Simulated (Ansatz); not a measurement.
Take KF in the rock salt structure (space group Fm-3m, No. 225) as the base.

```
KF
1.0
    0.00000     2.65339     2.65339
    2.65339     0.00000     2.65339
    2.65339     2.65339     0.00000
K F
1 1
Direct
  0.00000   0.00000   0.00000
  0.50000   0.50000   0.50000
```

All numbers come from PBEsol/PAW in Ansatz (a program for electronic structure), scalar-relativistic without spin-orbit coupling.

For the base:

* **Volume per atom**: 18.68 Å³
* **Gap character**: direct at Γ

It is then changed as follows: hydrostatic tension (pressure −2 GPa).

How does this affect the volume per atom and gap character?

The volume per atom goes up by 1.38 Å³, from 18.68 Å³ to 20.06 Å³; the gap character is still direct at Γ.

Load acts through the strain it causes; cell and atoms are relaxed under it. No phonon test of stability was made.
